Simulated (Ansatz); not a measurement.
The parent structure is CdSe in the wurtzite structure (space group P6_3mc, No. 186; a = 4.383 Å, c = 7.155 Å). Axes: x lies along a and z along c of the hexagonal cell.

Structures relaxed with Ansatz (an electronic-structure program) PBE, no spin-orbit coupling, earlier PAW set.

Base:

Simulated powder pattern, Cu Kα1, λ = 1.54056 Å (kinematic, ideal powder, no thermal factors, no anomalous dispersion; the 10 strongest lines at most, above 2 %, up to 2θ = 90°):

| 2θ (°) | I/Imax (%) | hkl |
|---|---|---|
| 23.42 | 100 | (100) |
| 24.87 | 60 | (002) |
| 26.56 | 75 | (101) |
| 34.42 | 38 | (102) |
| 41.16 | 89 | (110) |
| 44.85 | 88 | (103) |
| 48.69 | 56 | (112) |
| 62.49 | 32 | (203) |
| 70.24 | 23 | (105) |
| 77.60 | 34 | (213) |

After one change:

Simulated powder pattern, Cu Kα1, λ = 1.54056 Å (kinematic, ideal powder, no thermal factors, no anomalous dispersion; the 10 strongest lines at most, above 2 %, up to 2θ = 90°):

```json
[
 {"2θ (°)": "23.13", "I/Imax (%)": "100"},
 {"2θ (°)": "25.88", "I/Imax (%)": "59"},
 {"2θ (°)": "26.55", "I/Imax (%)": "63"},
 {"2θ (°)": "34.99", "I/Imax (%)": "40"},
 {"2θ (°)": "40.64", "I/Imax (%)": "89"},
 {"2θ (°)": "46.06", "I/Imax (%)": "71"},
 {"2θ (°)": "48.82", "I/Imax (%)": "61"},
 {"2θ (°)": "63.09", "I/Imax (%)": "27"},
 {"2θ (°)": "72.98", "I/Imax (%)": "22"},
 {"2θ (°)": "77.79", "I/Imax (%)": "29"}
]
```

### Question
What was done to the base?
(A) uniaxial strain ε_zz = +1.27 %
(B) isotropic strain +2.78 %
(C) uniaxial stress, 2 GPa compression along z
(D) uniaxial stress, 1 GPa tension along z

### Answer
C, uniaxial stress, 2 GPa compression along z. Its volume per atom is 29.31 Å³ against 29.76 Å³, and its space group is P6_3mc (No. 186).

Stability under load was not tested beyond the relaxation.
